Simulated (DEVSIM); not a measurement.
Device: GaP/Si n-p heterojunction, at 300 K.

```
layer (left to right)  material  thickness (μm)  Nd (cm⁻³)  Na (cm⁻³)  τn (s)  τp (s)
---------------------  --------  --------------  ---------  ---------  ------  ------
1                           GaP           0.820     5.6e16          -  2.4e-7  2.4e-7
2                            Si            4.90          -     5.5e15  2.4e-7  2.4e-7
```

Left contact: ohmic. Right contact: ohmic. Voltage is applied to the left contact. Recombination: SRH at mid-gap, radiative, Auger. Mobility is constant in doping.

Constants are typed, rounded textbook-type inputs, not results; the design itself was drawn at random and stands for no fabricated device. Values at 300 K.

```
parameter         GaP       Si
-------------  ------  -------
gap (eV)         2.26    1.124
affinity (eV)     3.8     4.05
permittivity     11.1     11.7
Nc (cm⁻³)      1.8e19  2.86e19
Nv (cm⁻³)      1.9e19   3.1e19
μn (cm²/Vs)       250     1417
μp (cm²/Vs)       150      470
B (cm³/s)       1e-13  4.7e-15
Cn (cm⁶/s)      1e-30  2.8e-31
Cp (cm⁶/s)      1e-30  9.9e-32
```

Simulated with DEVSIM: 1D drift-diffusion, Boltzmann statistics, complete ionisation; no tunnelling, impact ionisation, image-force lowering or self-heating. Band offsets follow the typed affinities; no thermionic-emission limit at abrupt steps, no polarisation charge.

Tabulate band edges, carrier densities and field at zero bias.

Energies count from the Fermi level of the right contact; mesh points crowd at the junctions.

| x (μm) | Ec (eV) | Ev (eV) | n (cm⁻³) | p (cm⁻³) | field (V/cm) |
|---|---|---|---|---|---|
| 0.000 | 0.149 | -2.111 | 5.6e16 | < 1e2 | ≈ 0 |
| 0.007428 | 0.149 | -2.111 | 5.6e16 | < 1e2 | ≈ 0 |
| 0.02621 | 0.149 | -2.111 | 5.6e16 | < 1e2 | ≈ 0 |
| 0.07371 | 0.149 | -2.111 | 5.6e16 | < 1e2 | ≈ 0 |
| 0.2695 | 0.149 | -2.111 | 5.6e16 | < 1e2 | ≈ 0 |
| 0.5692 | 0.149 | -2.111 | 5.6e16 | < 1e2 | ≈ 0 |
| 0.7238 | 0.152 | -2.108 | 5.0e16 | < 1e2 | 1600 |
| 0.7959 | 0.255 | -2.005 | 9.5e14 | < 1e2 | 38000 |
| 0.8134 | 0.335 | -1.925 | 4.2e13 | < 1e2 | 54000 |
| 0.8202 | 0.124 | -1.000 | 2.3e17 | 500 | 56000 |
| 0.8280 | 0.161 | -0.963 | 5.7e16 | 2000 | 41000 |
| 0.8604 | 0.273 | -0.851 | 7.3e14 | 160000 | 32000 |
| 0.9306 | 0.477 | -0.647 | 2.8e11 | 4.2e8 | 26000 |
| 1.110 | 0.807 | -0.317 | 800000 | 1.5e14 | 11000 |
| 1.815 | 0.901 | -0.223 | 21000 | 5.5e15 | ≈ 0 |
| 3.270 | 0.901 | -0.223 | 21000 | 5.5e15 | ≈ 0 |
| 4.763 | 0.901 | -0.223 | 21000 | 5.5e15 | ≈ 0 |
| 5.348 | 0.901 | -0.223 | 21000 | 5.5e15 | ≈ 0 |
| 5.618 | 0.901 | -0.223 | 21000 | 5.5e15 | ≈ 0 |
| 5.683 | 0.901 | -0.223 | 21000 | 5.5e15 | ≈ 0 |
| 5.708 | 0.901 | -0.223 | 21000 | 5.5e15 | ≈ 0 |
| 5.720 | 0.901 | -0.223 | 21000 | 5.5e15 | ≈ 0 |
